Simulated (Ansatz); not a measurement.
# VN, pressure series

Base system: VN in the rock salt structure (space group Fm-3m, No. 225; a = 4.117 Å).

Cell and atoms are relaxed at each pressure.

Method: Kohn–Sham DFT with the PBE functional, run in Ansatz (a quantum-chemistry and plane-wave program) with PAW and 420 eV plane waves, no spin-orbit coupling.

Two rows of this table had their results exchanged by mistake.

```csv
pressure,volume per atom (Å³),shortest distance (Å),band gap
pressure −2 GPa,8.78,2.063,zero
pressure −1 GPa,8.75,2.061,zero
pressure 0.3 GPa,8.71,2.058,zero
pressure 0.7 GPa,8.70,2.057,zero
pressure 1.5 GPa,8.59,2.048,zero
pressure 3 GPa,8.64,2.052,zero
pressure 5 GPa,8.68,2.055,zero
pressure 7.5 GPa,8.53,2.043,zero
pressure 10 GPa,8.47,2.038,zero
```

### Question
Which two?

### Answer
The rows for pressure 1.5 GPa and pressure 5 GPa: the volume has to fall steadily with pressure, so 8.68 Å³ belongs to pressure 1.5 GPa and 8.59 Å³ to pressure 5 GPa.

Load acts through the strain it causes; cell and atoms are relaxed under it. No phonon test of stability was made. Competing high-pressure phases were not computed. Starting moments died away, wholly or in part, for the base; another magnetic solution may exist. All final runs are without spin polarisation.
